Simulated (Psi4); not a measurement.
Psi4 1.11, TPSS/def2-svpd: B(AsH2)(Me)(OMe) (COB(C)[AsH2]), 13 atoms. The geometry is a generated start, not checked to be a minimum at this level.

```json
{
 "task": "energy",
 "method": "tpss",
 "basis": "def2-svpd",
 "memory": "3 GB",
 "maxiter": "100",
 "keys_of_the_molecule_block": "symmetry c1",
 "scf_type": "df (default)",
 "e_convergence": "1e-06 (default)",
 "d_convergence": "1e-06 (default)",
 "dft_radial_points": "75 (default)",
 "dft_spherical_points": "302 (default)",
 "basis_functions": "185",
 "grid_points": "279006"
}
```

```xyz
13

B      0.2317     0.3990    -0.1898
As     1.4617     1.9062    -0.8370
H      2.5851     1.4645     0.0639
H      1.0467     2.8782     0.2395
C     -0.5082     0.4559     1.2160
H     -1.0638    -0.4391     1.4933
H     -1.2112     1.2907     1.2208
H      0.2084     0.6569     2.0129
O      0.1437    -0.5693    -1.0965
C     -0.5843    -1.7715    -1.0321
H     -1.3227    -1.7760    -1.8361
H      0.1066    -2.6035    -1.1818
H     -1.0936    -1.8922    -0.0731
```

With the defaults (diis = true, scf_initial_accelerator = adiis, damping_percentage = 0, guess = auto, which took SAD, diis_max_vecs = 10, level_shift = 0, level_shift_cutoff = 0.01) it converges in 9 SCF iterations. One run each on 2 threads, with these changes:
- diis_max_vecs = 3
- guess = gwh
- diis_max_vecs = 6
- scf_initial_accelerator = ediis
- diis = false, scf_initial_accelerator = none, damping_percentage = 60
- level_shift = 0.5, level_shift_cutoff = 0.001
- guess = core
- guess = sapgau
- level_shift = 0.1, level_shift_cutoff = 0.001

Name the settings that don't reach the solution of the defaults.

No convergence: diis = false, scf_initial_accelerator = none, damping_percentage = 60 (the run ends without SCF convergence in 100 iterations). The rest reach the solution of the defaults.

```csv
setting,SCF iterations,end
the defaults,9,same solution
scf_initial_accelerator = ediis,9,same solution
"level_shift = 0.1, level_shift_cutoff = 0.001",10,same solution
diis_max_vecs = 6,10,same solution
"level_shift = 0.5, level_shift_cutoff = 0.001",10,same solution
guess = sapgau,11,same solution
guess = core,15,same solution
diis_max_vecs = 3,16,same solution
guess = gwh,18,same solution
"diis = false, scf_initial_accelerator = none, damping_percentage = 60",100,no convergence
```

1 further run of the study ended by our limits or in an error and is left out.
